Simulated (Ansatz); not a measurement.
Worked example: self-consistent single point of AgP (Cmcm, 4 atoms in the cell) in Ansatz (a quantum-chemistry and plane-wave program).

Level of theory: PBEsol, default PAW files made with PBE (plane waves; Ansatz).

```
CELL_PARAMETERS angstrom
      1.90724    -5.03994     0.00000
      1.90724     5.03994     0.00000
      0.00000     0.00000     3.75863
ATOMIC_POSITIONS crystal
  P  0.56400 0.43600 0.25000
  P  0.43600 0.56400 0.75000
  Ag 0.85475 0.14525 0.25000
  Ag 0.14525 0.85475 0.75000
```

Reference input (self-consistent single point, DFT, PBEsol, plane waves, default PAW files made with PBE): basis.ecutwfc = 30.9 Ry; kpoints.mp_grid.grid = 9 9 9; hamiltonian.xc = pbesol; hamiltonian.pseudopotentials = {kind: paw} (the program's default PAW files); scf.occupations.method = cold; scf.occupations.width = 0.01 Ry. This run's input differs from it in these lines:

Ansatz 0.2 input:
```diff
@@ -19,3 +19,3 @@
 scf:
-  occupations: { method: cold, width: 0.01 Ry }
+  occupations: { method: fermi_dirac, width: 0.0037 Ry }
 output:
```

Output (repeated stretches shortened):

```
SCF iter   1: F=—  HF=-16522.785167 eV  |F-HF|=—  |Δ(HF+E_count)|=         —  Δρ=6.78e-3  dr2=2.88e-2  ethr=1.77e-3  ⟨swp⟩=6.8  Hψ=16724  notcnv=0
all-band conjugate gradients solve this SCF's bands
preconditioner: auto → Kerker (q_TF=auto, 2.548 Å⁻¹)
SCF iter   2: F=—  HF=-16522.778423 eV  |F-HF|=—  |Δ(HF+E_count)|=   6.74e-3  Δρ=2.72e-3  dr2=5.01e-3  ethr=6.00e-5  ⟨swp⟩=2.3  Hψ=6871  notcnv=0
SCF iter   3: F=—  HF=-16522.777529 eV  |F-HF|=—  |Δ(HF+E_count)|=   8.94e-4  Δρ=1.20e-3  dr2=1.29e-3  ethr=1.04e-5  ⟨swp⟩=1.0  Hψ=3619  notcnv=0
SCF iter   4: F=—  HF=-16522.777282 eV  |F-HF|=—  |Δ(HF+E_count)|=   2.47e-4  Δρ=2.39e-4  dr2=6.54e-5  ethr=2.68e-6  ⟨swp⟩=2.4  Hψ=5587  notcnv=0
SCF iter   5: F=—  HF=-16522.777283 eV  |F-HF|=—  |Δ(HF+E_count)|=   1.20e-6  Δρ=9.00e-5  dr2=6.89e-6  ethr=1.36e-7  ⟨swp⟩=2.0  Hψ=5053  notcnv=0
SCF iter   6: F=—  HF=-16522.777282 eV  |F-HF|=—  |Δ(HF+E_count)|=   9.08e-7  Δρ=2.79e-5  dr2=6.34e-7  ethr=1.44e-8  ⟨swp⟩=2.0  Hψ=5486  notcnv=0
SCF iter   7: F=-16522.777282 eV  HF=-16522.777282 eV  |F-HF|=1.28e-8  |Δ(HF+E_count)|=   7.58e-8  Δρ=5.36e-6  dr2=2.75e-8  ethr=2.08e-10  ⟨swp⟩=6.8  Hψ=15455  notcnv=0
SCF 1 converged in 7 iterations: F = -16522.777282 eV  dr2 = 2.75e-8
Free energy (F): -16522.777282 eV
Internal energy: -16522.765692 eV  (E = F + TS)
E sigma→0 (E₀):  -16522.771487 eV
Entropy (-TS):   -0.011590 eV (-2.897 meV/atom)
Fermi energy:    12.329657 eV
--- Forces (eV/Å), atoms counted from 1 ---
  atom   1  P      0.00000000    -0.79545841    -0.00000000
  atom   2  P     -0.00000000     0.79545841     0.00000000
  atom   3  Ag    -0.00000000     0.66465050    -0.00000000
  atom   4  Ag     0.00000000    -0.66465050     0.00000000
--- Stress (GPa, compression-positive) ---
       -0.027617      -0.000000      -0.000000
       -0.000000      -3.092239       0.000000
       -0.000000       0.000000      -0.778633
  P = ⅓ Tr σ = -1.2995 GPa (-12.995 kbar)
  The stress holds the Pulay correction. Without it, at fixed plane waves, as pw.x and ABINIT print it: P = -1.3390 GPa
```

The run converged in 7 iterations. Against the reference run the free energy drops by 1.3 meV/atom, the pressure stays at -1.30 GPa and the largest force hardly changes (0.794 to 0.795 eV/Å).

The starting cell was generated: these elements placed on a structure prototype, without a prior relaxation; it need not be a known phase or ordering of this composition. Ansatz's pressure includes its estimate of the finite-basis (Pulay) stress. The run gives no clean gap (levels at the Fermi energy touch, overlap or are partly filled at this smearing), which alone does not show that the compound is a metal.
